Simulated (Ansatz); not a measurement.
Total g(r) from a molecular-dynamics run [in the run: mean pressure -0.4 GPa against a target of 0; Γ point only, which a denser mesh shifts by -0.7 GPa in pressure and 0.03 eV/Å in forces]. All values below come from r2SCAN (plane waves, PAW; Ansatz, a quantum-chemistry and plane-wave program).

(r (Å), g(r)): (1.02, 0.00); (1.14, 0.00); (1.26, 0.00); (1.38, 0.00); (1.50, 0.00); (1.62, 0.01); (1.74, 0.31); (1.86, 1.52); (1.98, 1.78); (2.10, 0.94); (2.22, 0.37); (2.34, 0.35); (2.46, 0.78); (2.58, 1.59); (2.70, 2.27); (2.82, 2.23); (2.94, 1.53); (3.06, 0.89); (3.18, 0.66); (3.30, 0.78); (3.42, 0.74); (3.54, 0.57); (3.66, 0.46); (3.78, 0.62); (3.90, 0.76)

Question: Which system gave this curve?
(A) Li3OCl (antiperovskite; a metastable compound), crystal, 511 K
(B) InP (zinc blende), crystal, 316 K
(C) Si, liquid, 1571 K (supercooled)
(D) NaCl (rock salt), crystal, 305 K

Answer: A, Li3OCl (antiperovskite; a metastable compound), crystal, 511 K
